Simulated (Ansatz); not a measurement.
## Equilibrium volume per atom of WC (model structure, started from the FeB type, Pnma, No. 62, 8 atoms in the cell) at several levels of theory

No measured value is used here.

| level (code) | value (Å³/atom) |
|---|---|
| PBE (Ansatz) | ___ |
| PBEsol (Ansatz) | 10.69 |
| PBE-D3(BJ) (Ansatz) | 10.75 |

Problem. Some entries are withheld; supply them.

Solution. 
- PBE (Ansatz, a program for electronic structure), value (Å³/atom): 11.02

Density-functional levels without +SOC have no spin–orbit coupling. Ansatz's density-functional and Hartree–Fock values are scalar-relativistic unless marked +SOC, with PAW data made under PBE.

A model structure was made by putting elements into a prototype or built by hand; it is no filed structure, need not be a known phase, and can be a saddle point held by its symmetry.
